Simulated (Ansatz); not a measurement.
Data:

```xyz
12
Lattice="5.0942 0.0000 0.0000 0.0000 5.1506 0.0000 0.8762 0.0000 5.2030" Properties=species:S:1:pos:R:3 pbc="T T T"
Hf     4.3077     2.7913     3.6832
Hf     1.6626     2.3593     1.5197
Hf     2.1007     0.2160     4.1212
Hf     3.8696     4.9346     1.0817
O      3.6694     1.3261     5.0915
O      2.3010     3.8245     0.1114
O      2.7390     3.9015     2.7129
O      3.2313     1.2492     2.4900
O      5.0493     3.4470     1.8015
O      0.9210     1.7036     3.4014
O      0.4829     0.8717     0.8000
O      5.4874     4.2789     4.4030
```

Space group of this cell: P2_1/c. The cell is taken as given; by r2SCAN its mean pressure is 3.8 GPa.

The current runs along the normal of the first two printed vectors. All runs by Ansatz (a quantum-chemistry and plane-wave program), plane waves and PAW, without spin-orbit coupling; the base is r2SCAN.

```
run                                                      mean pressure (GPa)  gap (eV)  mid-gap κ (1/Å)
-------------------------------------------------------  -------------------  --------  ---------------
base                                                                     3.8      4.64            0.436
all lengths scaled by 0.98                                              22.4      4.85            0.451
all lengths scaled by 1.02                                             -10.4       [?]              [?]
lengths across the current scaled by 0.98, ions clamped                 16.0       [?]            0.451
lengths across the current scaled by 1.02, ions clamped                 -6.2       [?]              [?]
lengths along the current scaled by 0.97, ions clamped                  12.4      4.67            0.437
lengths along the current scaled by 1.03, ions clamped                  -3.4      4.58            0.433
```

**Question.** Complete the blanks.

**Answer.** 
- all lengths scaled by 1.02, gap (eV): 4.43
- all lengths scaled by 1.02, mid-gap κ (1/Å): 0.421
- lengths across the current scaled by 0.98, ions clamped, gap (eV): 4.82
- lengths across the current scaled by 1.02, ions clamped, gap (eV): 4.46
- lengths across the current scaled by 1.02, ions clamped, mid-gap κ (1/Å): 0.423
